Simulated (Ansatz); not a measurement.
Consider Ti in the hcp (Mg type) structure (space group P6_3/mmc, No. 194; a = 2.936 Å, c = 4.637 Å).

Structures relaxed with plane-wave PAW DFT at the r2SCAN level (Ansatz, a program for electronic structure, 500 eV), no SOC.

Base:

Simulated powder pattern, Co Kα, λ = 1.79026 Å (kinematic, ideal powder, no thermal factors, no anomalous dispersion; the 10 strongest lines at most, above 2 %, up to 2θ = 90°):

```tsv
2θ (°)	I/Imax (%)	hkl
41.23	25	(100)
45.43	25	(002)
47.35	100	(101)
63.00	13	(102)
75.15	15	(110)
85.34	16	(103)
89.52	2.5	(200)
```

After one change:

Simulated powder pattern, Co Kα, λ = 1.79026 Å (kinematic, ideal powder, no thermal factors, no anomalous dispersion; the 10 strongest lines at most, above 2 %, up to 2θ = 90°):

```json
[
 {"2θ (°)": "47.01", "I/Imax (%)": "26"},
 {"2θ (°)": "51.07", "I/Imax (%)": "26"},
 {"2θ (°)": "53.91", "I/Imax (%)": "100"},
 {"2θ (°)": "71.93", "I/Imax (%)": "13"},
 {"2θ (°)": "87.38", "I/Imax (%)": "16"}
]
```

Problem. What was done to the base?
A. pressure −2 GPa
B. pressure 75 GPa
C. pressure 3 GPa
D. pressure −1 GPa

Solution. B, pressure 75 GPa. Its volume per atom is 12.08 Å³ against 17.31 Å³, and its space group is P6_3/mmc (No. 194).

Load acts through the strain it causes; cell and atoms are relaxed under it. No phonon test of stability was made. Competing high-pressure phases were not computed. All final runs are without spin polarisation.
